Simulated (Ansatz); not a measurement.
The reference is CdS in the wurtzite structure (space group P6_3mc, No. 186; a = 4.1966 Å, c = 6.8290 Å). Axes: x lies along a and z along c of the hexagonal cell.

All numbers come from PBE (Ansatz, an electronic-structure program, PAW, without spin-orbit coupling).

Perturbation: every lattice vector is stretched by 1.41 %; the atoms relax in the strained cell.

Predict the stress tensor and what it implies for the stiffness.

Stress of the strained cell less that of the base (GPa, compression positive):
```
  -2.03    0.00    0.00
   0.00   -2.03    0.00
   0.00    0.00   -2.03
```

Then B = −ΔP/(ΔV/V₀) with ΔV/V₀ = 0.0429 gives secant stiffness values (nonlinear terms included at this strain): B (at held cell shape, above the free-shape value) ≈ 47 GPa.

As a check, the harmonic strain energy −½ V₀ Δσ:ε is 7.0 meV/atom; the computed energy rise is 7.4 meV/atom.

Stability against distortions was not tested.
